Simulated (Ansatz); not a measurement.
Density of states of Ni3Si (Pm-3m) near the Fermi level, PBEsol, rigid bands (Ansatz, a quantum-chemistry and plane-wave program).

| E − E_F (eV) | states/eV/cell |
|---|---|
| -1.92 | 2.68 |
| -1.82 | 3.17 |
| -1.72 | 4.74 |
| -1.62 | 7.54 |
| -1.52 | 8.24 |
| -1.42 | 11.8 |
| -1.32 | 13.9 |
| -1.22 | 14.9 |
| -1.12 | 10.2 |
| -1.02 | 8.51 |
| -0.92 | 8.29 |
| -0.82 | 9.57 |
| -0.72 | 7.60 |
| -0.62 | 7.04 |
| -0.52 | 4.53 |
| -0.42 | 3.39 |
| -0.32 | 4.19 |
| -0.22 | 4.85 |
| -0.12 | 3.41 |
| -0.02 | 2.46 |
| 0.08 | 0.95 |
| 0.18 | 0.74 |
| 0.28 | 0.88 |
| 0.38 | 1.08 |
| 0.48 | 1.37 |
| 0.58 | 1.91 |
| 0.68 | 3.74 |
| 0.78 | 3.10 |
| 0.88 | 2.32 |
| 0.98 | 1.98 |
| 1.08 | 1.77 |
| 1.18 | 1.61 |
| 1.28 | 1.48 |
| 1.38 | 1.38 |
| 1.48 | 1.32 |
| 1.58 | 1.26 |
| 1.68 | 1.21 |
| 1.78 | 1.16 |
| 1.88 | 1.12 |

Question: With 4 atoms a cell, what bare Sommerfeld coefficient γ = (π²/3) k_B² N(E_F) follows?

Answer: N(E_F) ≈ 2.2 states/eV a cell at 300 K, so γ ≈ 1.27 mJ/(mol of atoms·K²), before many-body enhancement (phonons, spin fluctuations, correlation).

Question: How far does the Fermi level move in a rigid band for 0.1 electron a cell added or removed?

Answer: 57 meV and -42 meV.

A metal at this level (no band gap); rigid bands, thermally averaged at 300 K, both spins. Spin-orbit coupling is left out. Geometry: cell and atoms relaxed with PBEsol.

Computed structure with no diffraction record at hand here (it may be known, metastable or hypothetical): Ni3Si (Pm-3m). Treated as nonmagnetic (a ferromagnetic start lost its moment, other orders weren't tried): Ni3Si (Pm-3m).
